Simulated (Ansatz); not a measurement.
Start from SnO (space group P4/nmm, No. 129; layered, stacked along the Cartesian z axis; relaxed with 0.1 eV smearing).

```xyz
4
Lattice="3.7675 0.0000 0.0000 0.0000 3.7675 0.0000 0.0000 0.0000 4.5572" Properties=species:S:1:pos:R:3 pbc="T T T"
Sn     1.8837     0.0000     1.1564
Sn     0.0000     1.8837     3.4008
O      0.0000     0.0000     0.0000
O      1.8837     1.8837     0.0000
```

Cartesian axes are those of the cell as printed.

Calculations: PBEsol-D3(BJ)/PAW in Ansatz (a first-principles code), without spin-orbit coupling, earlier PAW set.

Base values:

The shortest interatomic distance is 2.210 Å.

The change: uniaxial stress, 1 GPa compression along x, with the cell and atoms free to relax against it.

### Question
What happens to the strain response?

### Answer
The strain response (xx, yy, zz) amounts to (−3.41, +2.84, +0.35) %.

### Question
Predict the new shortest interatomic distance.

### Answer
The shortest interatomic distance decreases by 0.0216 Å (2.210 Å → 2.189 Å).

### Question
How does this affect the energy relative to the base?

### Answer
The energy goes up by 1.7 meV/atom.

Beyond what the load breaks, stability against distortions was not tested. The final runs are not spin-polarised.
